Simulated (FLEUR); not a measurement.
Band structure of Sr (Fm-3m, 1 atom in the cell).

```
Sr
1.0
    0.00000     2.96383     2.96383
    2.96383     0.00000     2.96383
    2.96383     2.96383     0.00000
Sr
1
Cartesian
  0.00000   0.00000   0.00000
```

Method of the run: PBE, all-electron FLAPW (FLEUR), scalar-relativistic valence run with FLEUR.

Settings: Kmax = 3.8 1/bohr; GmaxXC = 15.2 1/bohr; xcFunctional = pbe; jspins = 1; l_soc = F; mode = hist; fermiSmearingEnergy = 0.00367493 Htr; mesh (inpgen div1-3) = 8 8 8; inpgen gamma flag = true; Gmax = 15.2 1/bohr; numbands = 0; maxIterBroyd = 40; imix = Anderson; alpha = 0.05.

The starting cell comes from a database of computed structures (which also holds hypothetical and non-ambient phases and stackings), without a prior relaxation at this level. Its lattice was rescaled by a random factor within 2.5 % of one. Values depend on the basis (sphere radii, cutoffs, local orbitals), which need not be converged.

Levels in eV from the Fermi level, bands 2 to 8:
```csv
point,2,3,4,5,6,7,8
Γ,-18.33,-18.33,-18.33,-3.70,2.44,2.44,2.44
X,-18.56,-18.42,-18.42,-0.67,0.33,1.20,5.12
W,-18.49,-18.49,-18.42,0.06,0.69,0.69,2.41
K,-18.52,-18.47,-18.40,-0.10,0.26,0.94,3.58
L,-18.57,-18.36,-18.36,-1.12,0.16,2.27,2.27
U,-18.52,-18.47,-18.40,-0.10,0.26,0.94,3.58
```
